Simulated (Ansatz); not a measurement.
# KTaO3: energy against strain

KTaO3 (cubic perovskite, Pm-3m, 12.659 Å³/atom at rest) under an equal strain ε in the (111) plane with the normal axis free, as in a coherent film. PBEsol in Ansatz, a plane-wave DFT program (PAW, default set), 420 eV, 8×8×8 Γ-centred mesh, Fermi-Dirac smearing 0.05 eV; ions are relaxed within the symmetry of each cell.

Here s stands for strain and y for E less E0.

```csv
strain (%),E less E0 (meV/atom)
-2.50,?
-1.00,2.92
-0.50,0.76
0.00,0.00
0.50,0.73
1.00,2.87
```

Taking a parabola for y over the 5 complete rows: Least squares gives y = 0.015 - 0.0260·s + 2.8829·s². Residuals (row less fit): -0.004, 0.011, -0.015, 0.007, -0.002; standard error 0.015 (degrees of freedom: 2). Twice the quadratic coefficient over the volume, 2 × 2.8829 meV × 10⁴ × 0.1602 / 12.659 Å³, is twice the biaxial elastic modulus of this plane = 730 ± 4 GPa.

Estimate the missing y (s = -2.50); what did the run itself give?

y = 0.015 - 0.0260 × (-2.5) + 2.8829 × (-2.5)² = 18.098 meV/atom. The calculation gives 18.41 meV/atom, 0.312 meV/atom above the prediction (1.7 % of the range of y in the table). The row lies outside the fitted rows, so this is an extrapolation. From the scatter of the fitted rows alone, a prediction at this place has a standard error of 0.094 meV/atom, so the miss is 3.3 times that.

One order more, fitted to all 11 runs of the series, follows each within 0.03, so the miss is the next term of a smooth law. The primitive cell can neither tilt nor turn polar against its symmetry, as such crystals can under strain. Rows are the converged runs of the series near zero and its far end; series whose fitted rows scatter by over a few per cent of the range, as at a crossing or softening among them, aren't shown in this form. Most that stay on the fit to the last digits aren't either.
